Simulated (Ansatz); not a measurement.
The reference is CsPbCl₃ in the cubic perovskite structure (space group Pm-3m, No. 221; a = 5.7356 Å).

Computed with PBE (Ansatz, a program for electronic structure), no spin-orbit coupling.

For the base:

```
Item                               Result
----------------------------  -----------
Gap between the host's bands      2.21 eV
Gap character                 direct at R
```

One thing is altered: 0.377 holes added to each cell, a density of 2.0×10^21 cm⁻³, with a uniform compensating background at fixed cell and a 300 K Fermi–Dirac width.

Problem. Predict the new gap between the host's bands.

Solution. The gap between the host's bands grows by 0.08 eV to 2.29 eV.

Problem. How does this affect the gap character?

Solution. The gap character remains direct at R.

Problem. Predict the new Fermi level from band edge.

Solution. The Fermi level relative to the doped band's edge (positive inside the band; to 0.05 eV) is +0.95 eV.

Charged cell with a jellium background: band edges are those of the host's band count, energies are not comparable with the neutral cell, and many-body gap narrowing is missing. Spin-orbit coupling, missing from the scalar runs, can matter with Pb. Whether these cells are dynamically stable was not tested. Many cubic perovskites are stable only at high temperature; tilts and polar distortions were not tested. This is not the structure that CsPbCl3 has at room temperature and ambient pressure.
